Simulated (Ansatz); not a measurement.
The reference is Sr$_{3}$AsN in the anti-perovskite structure (space group Pm-3m, No. 221; a = 5.041 Å; a cell from a computed database, its experimental status unchecked). Axes: x, y, z lie along the cube axes.

Method: plane-wave PAW DFT at the PBEsol level (Ansatz, a first-principles code, 420 eV), without spin-orbit coupling.

One thing is altered: the cell is stretched by 0.80 % along y with no lateral relaxation; the atoms relax in the strained cell.

Question: Predict the stress tensor and what it implies for the stiffness.

Answer: Stress of the strained cell less that of the base (GPa, compression positive):
```
  -0.13    0.00    0.00
   0.00   -0.94    0.00
   0.00    0.00   -0.13
```

Then −Δσ_ii/ε with ε = 0.0080 gives relaxed-ion elastic constants: C22 ≈ 117 GPa.

No phonon test of stability was made.
